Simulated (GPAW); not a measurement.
## Worked example: self-consistent single point of CuI (F-43m, 2 atoms in the cell) in GPAW

Method of the run: PBE, GPAW PAW datasets PBE (gpaw-data 1.0.1) (plane waves; GPAW 25.7.0).

Input:

```python
from ase import Atoms
from ase.units import GPa
from gpaw import GPAW

atoms = Atoms(['Cu', 'I'],
              cell=[[0.000000, 3.090340, 3.090340],
                    [3.090340, 0.000000, 3.090340],
                    [3.090340, 3.090340, 0.000000]],
              scaled_positions=[[0.000000, 0.000000, 0.000000],
                                [0.250000, 0.250000, 0.250000]],
              pbc=True)

calc = GPAW(mode={'name': 'pw', 'ecut': 850},
            xc='PBE',
            kpts=(5, 5, 5),
            occupations={'name': 'methfessel-paxton', 'width': 0.05, 'order': 0},
            nbands=-4,
            convergence={'density': 1e-05, 'energy': 1e-05, 'bands': -2},
            symmetry={'symmorphic': False, 'tolerance': 0.0005},
            maxiter=150,
            txt='-')

atoms.calc = calc

energy = atoms.get_potential_energy()
print('Energy (eV):', round(energy, 6))
forces = atoms.get_forces()
print('Forces (eV/Ang):')
print(forces.round(5))
stress = atoms.get_stress()
print('Stress (GPa, Voigt):', (stress / GPa).round(4))
```

Output (repeated stretches shortened):

```
Input parameters:
  convergence: {bands: -2,
                density: 1e-05,
                energy: 1e-05}
  kpts: [5 5 5]
  maxiter: 150
  mode: {ecut: 850,
         name: pw}
  nbands: -4
  occupations: {name: methfessel-paxton,
                order: 0,
                width: 0.05}
  symmetry: {symmorphic: False,
             tolerance: 0.0005}
  xc: PBE

species:
  Cu:
    name: Copper
    Z: 29.0
    valence: 11
    core: 18
    charge: 0.0
    file: Cu.PBE.gz

    # Using partial waves for Cu as LCAO basis

  I:
    name: Iodine
    Z: 53.0
    valence: 7
    core: 46
    charge: 0.0
    file: I.PBE.gz

    # Using partial waves for I as LCAO basis

Reference energy: -238562.247507  # eV

Spin-paired calculation

Convergence criteria:
 Maximum [total energy] change in last 3 cyles: 1e-05 eV / valence electron
 Maximum integral of absolute [dens]ity change: 1e-05 electrons / valence electron
 Maximum integral of absolute [eigenst]ate change: 4e-08 eV^2 / valence electron
 Maximum number of scf [iter]ations: 150

Symmetries present (total): 24
Symmetries with fractional translations: 0
125 k-points: 5 x 5 x 5 Monkhorst-Pack grid
10 k-points in the irreducible part of the Brillouin zone
       k-points in crystal coordinates                weights
   0:     0.00000000    0.00000000    0.00000000          1/125
   1:     0.20000000    0.20000000    0.00000000          6/125
   2:     0.20000000    0.20000000    0.20000000          8/125
   [... 7 lines left out ...]

Wave functions: Plane wave expansion
  Cutoff energy: 850.000 eV
  Number of coefficients (min, max): 3287, 3335
  Pulay-stress correction: 0.000000 eV/Ang^3 (de/decut=0.000000)

Occupation numbers: Methfessel-Paxton:
  width: 0.0500  # eV
  order: 0

Eigensolver

Densities:
  Coarse grid: 30*30*30 grid
  Fine grid: 60*60*60 grid
  Total Charge: 0.000000

Density mixing:
  Method: separate
  Backend: pulay
  Linear mixing parameter: 0.05
  old densities: 5
  Damping of long wavelength oscillations: 50

Hamiltonian:
  XC and Coulomb potentials evaluated on a 60*60*60 grid
  External potential:
    NoExternalPotential

XC parameters: PBE with 2 nearest neighbor stencil

Number of atoms: 2
Number of atomic orbitals: 13
Number of bands in calculation: 13
Number of valence electrons: 18
Bands to converge: 11

Density initialized from atomic densities
  13 bands from LCAO basis set

Atomic positions and initial magnetic moments

Positions:
   0 Cu     0.000000    0.000000    0.000000    ( 0.0000,  0.0000,  0.0000)
   1 I      1.545170    1.545170    1.545170    ( 0.0000,  0.0000,  0.0000)

Unit cell:
           periodic     x           y           z      points  spacing
  1. axis:    yes    0.000000    3.090340    3.090340    30     0.1189
  2. axis:    yes    3.090340    0.000000    3.090340    30     0.1189
  3. axis:    yes    3.090340    3.090340    0.000000    30     0.1189

  Lengths:   4.370401   4.370401   4.370401
  Angles:   60.000000  60.000000  60.000000

Effective grid spacing dv^(1/3) = 0.1298

     iter     time        total  log10-change:
                         energy   eigst   dens
iter:   1 --:--:--    -5.635235   +0.84
iter:   2 --:--:--    -5.591923   -0.81  -1.52
iter:   3 --:--:--    -5.677785   -0.55  -1.54
iter:   4 --:--:--    -5.693437   -1.97  -1.67
iter:   5 --:--:--    -5.494554   -0.89  -1.68
iter:   6 --:--:--    -5.480975   -2.77  -2.41
iter:   7 --:--:--    -5.481012   -3.87  -2.84
iter:   8 --:--:--    -5.481146c  -4.70  -2.81
iter:   9 --:--:--    -5.481150c  -5.86  -3.49
iter:  10 --:--:--    -5.481123c  -4.51  -3.48
iter:  11 --:--:--    -5.481122c  -6.12  -3.61
iter:  12 --:--:--    -5.481117c  -5.02  -3.63
iter:  13 --:--:--    -5.481114c  -6.37  -3.72
   [... 4 lines left out ...]
iter:  18 --:--:--    -5.481112c  -5.42  -3.76
iter:  19 --:--:--    -5.481115c  -5.59  -4.04
iter:  20 --:--:--    -5.481112c  -6.20  -4.21
iter:  21 --:--:--    -5.481114c  -5.99  -4.43
iter:  22 --:--:--    -5.481112c  -6.38  -4.37
iter:  23 --:--:--    -5.481112c  -8.01c -5.40c

Converged after 23 iterations.

Dipole moment: (-5.149847, -5.149847, -5.149847) |e|*Ang

Energy contributions relative to reference atoms: (reference = -238562.247507)

Kinetic:         -1.347142
Potential:       +0.137327
External:        +0.000000
XC:              -4.301123
Entropy (-ST):   -0.000000
Local:           +0.029826
SIC:             +0.000000
--------------------------
Free energy:     -5.481112
Extrapolated:    -5.481112

Showing only first 2 kpts
 Kpt  Band  Eigenvalues  Occupancy
  0     7      3.87054    2.00000
  0     8      3.87054    2.00000
  0     9      4.86683    0.00000
  0    10      8.81180    0.00000

  1     7      3.31411    2.00000
  1     8      3.31411    2.00000
  1     9      6.61016    0.00000
  1    10      7.63615    0.00000

Fermi level: 4.52062

Gap: 0.996 eV
Transition (v -> c):
  (s=0, k=0, n=8, [0.00, 0.00, 0.00]) -> (s=0, k=0, n=9, [0.00, 0.00, 0.00])
No difference between direct/indirect transitions
Energy (eV): -5.481112

Forces in eV/Ang:
  0 Cu    0.00000   -0.00000    0.00000
  1 I    -0.00000    0.00000    0.00000

Stress tensor:
     0.007903    -0.000000    -0.000000
    -0.000000     0.007903     0.000000
    -0.000000     0.000000     0.007903
Stress (GPa, Voigt): [ 1.2662  1.2662  1.2662  0.     -0.     -0.    ]
```

The run converged in 23 iterations. GPAW prints stress with tension positive.

The starting cell has typed, rounded lattice constants, without a prior relaxation at this level. Its lattice was rescaled by a random factor within 2.5 % of one. Spin-orbit coupling is off.
